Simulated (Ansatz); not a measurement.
alpha tin (0 0 1) on zinc-blende InSb (0 0 1) (film strained to the substrate, started from cuts of the bulks and a machine-learned relaxation)

A periodic stack without vacuum, alpha tin (0 0 1) on zinc-blende InSb (0 0 1) (film strained to the substrate, started from cuts of the bulks and a machine-learned relaxation): substrate slab In4Sb4, film Sn8, surface cells [[1, 0], [1, 1]] and [[1, 0], [1, 1]], film strained by -0.3 and -0.3 %, outermost planes Sb/In and Sn/Sn as cut, which need not be the usual terminations and can put a slab off its formula.

The start was prepared with a machine-learned potential, and the result is one local minimum, with the in-plane cell held and forces under 0.04 eV/Å; the film can end far from its bulk form.

All values below come from PBE (plane waves to 420 eV, PAW; Ansatz, a quantum-chemistry and plane-wave program). Scalar-relativistic, without spin–orbit coupling; the runs are not spin-polarised. Its k-point mesh 7×7×1, Fermi–Dirac width 0.05 eV.

| Property | Value |
|---|---|
| interface area | 22.1 Å² |
| period | 24.12 Å |
| gaps between the outermost planes at the two interfaces | 1.87 and 1.93 Å |
| In–Sn contacts across the interfaces within 1.22 times the sum of covalent radii | 3, mean 3.10 Å |
| Sb–Sn contacts across the interfaces within 1.22 times the sum of covalent radii | 2, mean 3.04 Å |

```
CELL_PARAMETERS angstrom
      4.67396     0.01947     0.50066
      0.03651     4.65691    -0.60370
      1.35282    -4.90427    25.24760
ATOMIC_POSITIONS crystal
  In 0.30363 0.97522 0.21593
  In 0.92239 0.23761 0.07834
  In 0.05342 0.46574 0.49323
  In 0.68506 0.71015 0.35332
  Sb 0.36369 0.35653 0.14716
  Sb 0.98775 0.61564 0.00792
  Sb 0.12599 0.84199 0.42252
  Sb 0.74494 0.09264 0.28469
  Sn 0.84739 0.24743 0.59762
  Sn 0.47457 0.72176 0.57076
  Sn 0.75714 0.08043 0.71311
  Sn 0.26775 0.56195 0.67839
  Sn 0.66093 0.73735 0.80216
  Sn 0.16515 0.27020 0.80534
  Sn 0.55660 0.48480 0.92786
  Sn 0.08122 0.93151 0.89453
```
